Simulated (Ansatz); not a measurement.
For Sb (model structure, started from the C4 type, I4₁32, No. 214, 4 atoms in the cell), PBE (PAW; Ansatz, an electronic-structure program) gives:

```
Property                  Result
------------------  ------------
lattice constant a       8.090 Å
bulk modulus B0         19.1 GPa
cohesive energy     2.00 eV/atom
```

**Question.** What does r²SCAN (Ansatz, plane waves, PAW) give for the same quantities?

**Answer.** 
- lattice constant a: 8.009 Å (drops by 1.0 %)
- bulk modulus: 21.1 GPa (goes up by 10 %)
- cohesive energy: 1.77 eV/atom (falls by 0.23 eV/atom)

Changes are worked out from the printed values.

Unless a cell is named, each level is at its own relaxed cell (PBE 66.19, r²SCAN 64.22 Å³/atom).

Levels without +SOC leave out spin–orbit coupling, which shifts energies and cells of such heavy elements.

Caveats: the bulk modulus is −V dP/dV from two relaxed cells at ±2 % in volume (PBE, r²SCAN). Ansatz's density-functional and Hartree–Fock values are scalar-relativistic unless marked +SOC, with PAW data made under PBE.

A model structure was made by putting elements into a prototype or built by hand; it is no filed structure, need not be a known phase, and can be a saddle point held by its symmetry.
